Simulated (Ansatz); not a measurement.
## A short convergence ladder for WS₂ (P3m1, 3 atoms in the cell)

```xyz
3
Lattice="3.1676 0.0000 0.0000 -1.5838 2.7432 0.0000 0.0000 0.0000 16.8658" Properties=species:S:1:pos:R:3 pbc="T T T"
W      0.0000     0.0000     0.0500
S      0.0000     1.8288    15.3142
S      0.0000     1.8288     1.5517
```

Base method: PBEsol, default PAW files made with PBE (plane waves; Ansatz, an electronic-structure program).

Base settings: basis.ecutwfc = 420 eV; kpoints.mp_grid.grid = 9 9 2; hamiltonian.xc = pbesol; hamiltonian.pseudopotentials = {kind: paw} (the program's default PAW files); scf.occupations.method = fixed.

**The width of Fermi-Dirac smearing**

In this ladder: scf.occupations.method = fermi_dirac.

The mesh stays at the base's, so the ladder's end is converged at best in this setting alone.

Only quantities that move along the ladder and can be compared are tabulated.

| scf.occupations.width | free energy less the last step's (meV/atom) | pressure (GPa) | largest difference of a force vector from the last step's (eV/Å) |
|---|---|---|---|
| 1 eV | -504.89 | 2.93 | 1.037 |
| 0.5 eV | -45.13 | 0.37 | 0.199 |
| 0.2 eV | -0.33 | -0.11 | 0.005 |
| 0.1 eV | 0.00 | -0.11 | 0.000 |
| 0.02 eV | 0.00 | -0.11 | 0.000 |

Widest scf.occupations.width that holds the forces within 0.02 eV/Å of the last step, with all finer ones: 0.2 eV; the step before is off by 0.20 eV/Å.

Widest scf.occupations.width that holds the pressure within 1 GPa of the last step, with all finer ones: 0.5 eV; the step before is off by 3.0 GPa.

Widest scf.occupations.width that holds the free energy within 1 meV/atom of the last step, with all finer ones: 0.2 eV; the step before is off by 45 meV/atom.

On the base run: the starting cell comes from a database of computed structures (which also holds hypothetical and non-ambient phases and stackings), without a prior relaxation at this level. Its lattice was rescaled by up to half a per cent. One atom was moved a little off its site on purpose. In the base run, forces exceed 1 eV/Å. Ansatz's pressure includes its estimate of the finite-basis (Pulay) stress.

Keys are those of Ansatz 0.2.
